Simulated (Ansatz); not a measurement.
Take InSb in the zinc blende structure (space group F-43m, No. 216; a = 6.556 Å) as the base. Axes: x, y, z lie along the cube axes.

Computed with r2SCAN in Ansatz (plane waves to 500 eV, PAW, no SOC).

Strains are applied to the cell and any free atomic positions relax.

One change was made to it. Results:

```tsv
quantity	base	after
energy relative to the base (free energy F)	0 meV/atom	+5.4 meV/atom
pressure	0.0 GPa	-1.4 GPa
```

Which change produced these results?
A. isotropic strain −1.21 %
B. isotropic strain +1.15 %
C. uniaxial strain ε_yy = +1.76 %

B, isotropic strain +1.15 %. For comparison, the energy relative to the base in the other runs: uniaxial strain ε_yy = +1.76 % gives +2.1 meV/atom; isotropic strain −1.21 % gives +6.6 meV/atom.

Stability against distortions was not tested. All final runs are without spin polarisation.

Ansatz is a quantum-chemistry and plane-wave program.
